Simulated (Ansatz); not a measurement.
Start from Sb in the A7 type structure (space group R-3m, No. 166; a = 4.268 Å, c = 10.718 Å (hexagonal axes)).

Computed with PBEsol-D3(BJ) (Ansatz, a first-principles code, PAW, no SOC).

Before the change:

| Item | Result |
|---|---|
| Volume per atom | 28.19 Å³ |
| Band gap | zero |
| c/a ratio | 2.511 |

Perturbation: hydrostatic tension (pressure −2 GPa).

**Question.** Estimate the effect on the volume per atom, band gap and c/a ratio.

**Answer.** The volume per atom goes up by 1.269 Å³ to 29.45 Å³; the band gap stays zero; the c/a ratio grows by 0.038 to 2.549.

With Sb present, leaving out spin-orbit coupling can change the band edges. Load acts through the strain it causes; cell and atoms are relaxed under it. No phonon test of stability was made.
